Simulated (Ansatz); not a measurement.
The cell is built on a prototype and need not be the phase stable at ambient conditions.

By PBEsol, the system below comes out a metal.

A figure of merit of an interconnect metal is its ballistic conductance per area.

Given:

```yaml
crystal:
  lattice:
    - [5.46906, 0.00000, 0.00000]
    - [0.00000, 7.58200, 0.00000]
    - [0.00000, 3.79100, 2.18873]
  atoms:
    - { symbol: Ga, position: [0.00000, 0.66667, 0.00000] }
    - { symbol: Ga, position: [0.50000, 0.33333, 0.00000] }
    - { symbol: Ga, position: [0.00000, 0.33333, 0.00000] }
    - { symbol: Ga, position: [0.50000, 0.66667, 0.00000] }
```

Space group of this cell: P6/mmm. The cell was relaxed by PBE-D3(BJ); by PBEsol its mean pressure is -0.9 GPa.

The current flows along the normal of the first two printed cell vectors. No spin-orbit coupling; the value is a mean over 0.1 eV about the Fermi level.

Task: Give the ballistic conductance per area that Ansatz (a first-principles code) with PBEsol yields.

Result: 0.51 × 10¹⁵ S/m² for both spins.
